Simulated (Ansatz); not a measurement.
The parent structure is ZrB2 (space group P6/mmm, No. 191; relaxed with 0.1 eV smearing).

```xyz
3
Lattice="3.1714 0.0000 0.0000 -1.5857 2.7465 0.0000 0.0000 0.0000 3.5418" Properties=species:S:1:pos:R:3 pbc="T T T"
Zr     0.0000     0.0000     0.0000
B      1.5857     0.9155     1.7709
B      0.0000     1.8310     1.7709
```

Cartesian axes are those of the cell as printed.

The values are results of PBE/PAW in Ansatz (a quantum-chemistry and plane-wave program), no spin-orbit coupling, not measurements.

Before the change:

- Pressure: 0.0 GPa

Now apply this change: the cell is compressed by 1.50 % along z with no lateral relaxation; the atoms relax in the strained cell.

Problem. What does the calculation give for the energy relative to the base after the change?

Solution. The energy increases by 3.2 meV/atom.

Problem. What does the calculation give for the pressure after the change?

Solution. The pressure (mean of the normal stresses, compression positive) goes from zero to 3.5 GPa.

Whether these cells are dynamically stable was not tested. The final runs are not spin-polarised.
